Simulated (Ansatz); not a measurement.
# Quick settings and what they miss: MgNi3B (Pm-3m, 5 atoms in the cell)

Self-consistent single point.

```
MgNi3B
1.0
    3.94196     0.00000     0.00000
    0.00000     3.94196     0.00000
    0.00000     0.00000     3.94196
Mg Ni B
1 3 1
Direct
  0.50000   0.50000   0.50000
  0.50000   0.00000   0.00000
  0.00000   0.50000   0.00000
  0.00000   0.00000   0.50000
  0.00000   0.00000   0.00000
```

Method: PBEsol, default PAW files made with PBE (plane waves; Ansatz, a quantum-chemistry and plane-wave program).

Base settings: basis.ecutwfc = 420 eV; kpoints.mp_grid.grid = 8 8 8; hamiltonian.xc = pbesol; hamiltonian.pseudopotentials = {kind: paw} (the program's default PAW files); scf.occupations.method = cold; scf.occupations.width = 0.272 eV.

Tight run (finer mesh or higher cutoff; not a proven limit): basis.ecutwfc: 420 eV → 590 eV; kpoints.mp_grid.grid: 8 8 8 → 11 11 11; scf.convergence.dr2_threshold: default (1e-07 eV) → 1e-09 eV. It gave Fermi level (on the code's own zero) 12.49 eV; pressure -12.83 GPa.

Quick runs, as changes from the base:
- A: the base itself
- B: basis.ecutwfc: 420 eV → 250 eV; kpoints.mp_grid.grid: 8 8 8 → 3 3 3; scf.convergence.dr2_threshold: default (1e-07 eV) → 0.0001 eV
- C: basis.ecutwfc: 420 eV → 295 eV; kpoints.mp_grid.shift: default → 0.5 0.5 0.5
- D: basis.ecutwfc: 420 eV → 335 eV; kpoints.mp_grid.grid: 8 8 8 → 2 2 2
- E: basis.ecutwfc: 420 eV → 210 eV; kpoints.mp_grid.grid: 8 8 8 → 2 2 2; scf.occupations.method: cold → gaussian; scf.occupations.width: 0.272 eV → 0.136 eV; kpoints.mp_grid.shift: default → 0.5 0.5 0.5; scf.convergence.dr2_threshold: default (1e-07 eV) → 0.0001 eV
- F: basis.ecutwfc: 420 eV → 250 eV; kpoints.mp_grid.grid: 8 8 8 → 1 1 1; hamiltonian.xc: pbesol → lda; scf.occupations.method: cold → gaussian; scf.occupations.width: 0.272 eV → 0.2 eV; kpoints.mp_grid.shift: default → 0.5 0.5 0.5 [LDA (PW92)]

Energies are extrapolated to zero smearing width, which holds to low order in the width alone.

Dashes: energy of F, another energy zero.

† marks runs with another functional, U, potentials or spin treatment: their distance from the tight run is not a convergence error alone.

The count of work is k-points × plane waves × bands × iterations; it is no time. 

Pressures in the table are Ansatz's without its Pulay estimate, at a fixed set of plane waves; the tight run's value above holds the estimate.

The starting cell comes from a database of computed structures (which also holds hypothetical and non-ambient phases and stackings), without a prior relaxation at this level. Its lattice was rescaled by a random factor within 2.5 % of one. Spin polarisation is off. In the base run, with a pressure of about -13 GPa the cell is away from its equilibrium volume at this level.

| run | energy less tight (meV/atom) | pressure less tight (GPa) | count of work / tight |
|---|---|---|---|
| A | 0.4 | -0.07 | 0.35 |
| B | 1499.2 | -124.26 | 0.013 |
| C | 243.4 | -26.86 | 0.12 |
| D | 116.4 | -6.35 | 0.031 |
| E | 6154.8 | -400.50 | 0.0031 |
| F† | – | -114.77 | 0.0053 |

Among the runs at the tight run's level, the energy misses run from 0.4 to 6154.8 meV/atom.

Keys are those of Ansatz 0.2.
